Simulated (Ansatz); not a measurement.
## Variants of one calculation on Si2Au (I4/mcm, 6 atoms in the cell)

```
Si2Au
1.0
   -3.36436     3.36436     2.70709
    3.36436    -3.36436     2.70709
    3.36436     3.36436    -2.70709
Si Au
4 2
Cartesian
  4.42750   1.06314   0.00000
  1.06314   2.30123   0.00000
  2.30123   1.06314   2.70709
 -1.06314   2.30123   2.70709
  0.00000   0.00000   4.06063
  0.00000   0.00000   1.35354
```

Base run A: PBE (Ansatz, a first-principles code), self-consistent single point.

Its settings: basis.ecutwfc = 420 eV; kpoints.mp_grid.grid = 6 6 6; hamiltonian.xc = pbe; hamiltonian.pseudopotentials = {kind: paw} (the program's default PAW files); scf.occupations.method = cold; scf.occupations.width = 0.1 eV.

The starting cell was generated: these elements placed on a structure prototype, without a prior relaxation; it need not be a known phase or ordering of this composition. Its lattice was rescaled by a random factor within 2.5 % of one. In the base run, with a pressure of about -8 GPa the cell is away from its equilibrium volume at this level. Ansatz's pressure includes its estimate of the finite-basis (Pulay) stress.

ΔF is the free energy per atom less that of run A. A dash stands where there is no value to compare (another energy zero or no entropy term, no result, no spin, no clean gap, or a mesh too coarse for one). Absolute energies have different zeros for different potentials, functionals, Hubbard and dispersion terms and are not compared across them.

Runs:
- B: scf.convergence.dr2_threshold: default (1e-07 eV) → 1e-10 eV
- C: kpoints.mp_grid.grid: 6 6 6 → 8 8 8; scf.occupations.width: 0.1 eV → 0.3 eV
- D: kpoints.mp_grid.grid: 6 6 6 → 4 4 4; kpoints.mp_grid.shift: default → 0.5 0.5 0.5
- E: 2 x 1 x 1 supercell, mesh divided to match; kpoints.mp_grid.grid: 6 6 6 → 3 6 6
- F: hamiltonian.dispersion: default → d3bjatm [PBE-D3BJ-ATM]
- G: scf.occupations.width: 0.1 eV → 0.05 eV
- H: scf.mixing.preconditioner: default (the program chose Kerker) → kerker_dos

```tsv
run	ΔF (meV/atom)	pressure (GPa)	largest force (eV/Å)	k-points	valence electrons
A	0.00	-8.04	0.359	30	54
B	0.00	-8.04	0.359	30	54
C	8.0	-7.84	0.382	59	54
D	27.2	-7.74	0.391	11	54
E	0.00	-8.04	0.359	34	108
F	–	-10.33	0.385	30	54
G	0.24	-8.08	0.361	30	54
H	0.00	-8.04	0.359	30	54
```

Run F against A: The pressure goes from -8.04 to -10.33 GPa and the largest force goes from 0.359 to 0.385 eV/Å.

Run D against A: The free energy rises by 27.2 meV/atom, the pressure goes from -8.04 to -7.74 GPa and the largest force goes from 0.359 to 0.391 eV/Å.

Keys are those of Ansatz 0.2.
